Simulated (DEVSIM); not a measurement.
Device: abrupt Ge n-p junction, at 250 K.

Layer 1 from the left is Ge, thickness (μm) 5.90, Nd (cm⁻³) 4.1e15, τn (s) 6.6e-6, τp (s) 6.6e-6. Layer 2 from the left is Ge, thickness (μm) 5.70, Na (cm⁻³) 2.4e17, τn (s) 6.6e-6, τp (s) 6.6e-6.

Left contact: ohmic. Right contact: ohmic. Voltage is applied to the left contact. Recombination: SRH at mid-gap, radiative. Mobility is μmin + (μ − μmin)/(1 + (N/Nref)^α).

The device is made up for the run: typed textbook-type constants, with dimensions and the other settings drawn at random. Values at 300 K; Nc and Nv go as T^1.5, mobilities as T to minus their exponent, the gap by Varshni's rule with the affinity fixed.

Ge: gap (eV) 0.664, affinity (eV) 4, permittivity 16, Nc (cm⁻³) 1.04e19, Nv (cm⁻³) 6e18, μn (cm²/Vs) 3900, μp (cm²/Vs) 1900, μn,min 150, μp,min 100, Nref,n 2.6e17, Nref,p 4e17, αn 0.56, αp 0.6, T exponent of μn 1.66, T exponent of μp 2.33, B (cm³/s) 6.4e-14, Varshni α (eV/K) 0.000477, Varshni β (K) 235.

DEVSIM, 1D drift-diffusion, Boltzmann statistics, complete ionisation; no tunnelling, impact ionisation, image-force lowering or self-heating.

Dark forward current:

| |V| (V) | |J| (A/cm²) |
|---|---|
| 0.05 | 2.442e-5 |
| 0.10 | 0.0002707 |
| 0.15 | 0.002761 |
| 0.20 | 0.02795 |
| 0.25 | 0.2819 |
| 0.30 | 2.789 |
| 0.35 | 24.39 |
| 0.40 | 149.1 |
| 0.45 | 607.7 |
| 0.50 | 1793 |
| 0.55 | 4060 |

Task: Work out the local ideality factor n = ΔV / (kT/q · ln(J2/J1)) between the rows 0.10 and 0.15 V, 0.50 and 0.55 V.

Result: kT/q = 21.54 mV. From 0.10 to 0.15 V: ln(0.002761/0.0002707) = 2.322, n = 1.00, near the 1 of diffusion or emission over a barrier. From 0.50 to 0.55 V: ln(4060/1793) = 0.817, n = 2.84.

Task: Estimate the current at 0.20 V from the Shockley equation with J0 = Σ q ni² D/(N L) coth(W/L), τ joining the SRH, radiative and Auger lifetimes that are on, and W taken as the whole layer.

Result: ni² = 6.19e23 cm⁻⁶; holes in the n layer: μ = 2740 cm²/Vs, D = 59.0 cm²/s, τ = 6.59e-6 s, L = 197 μm, W/L = 0.030, term 2.42e-6 A/cm²; electrons in the p layer: μ = 2800 cm²/Vs, D = 60.3 cm²/s, τ = 5.99e-6 s, L = 190 μm, W/L = 0.030, term 4.37e-8 A/cm². J0 = 2.46e-6 A/cm², and J = J0 exp(qV/kT) = 0.0265 A/cm². The simulation gives 0.0279 A/cm²; the estimate lies 5.1 % below. The estimate leaves out recombination in the depletion region and that region's share of W.
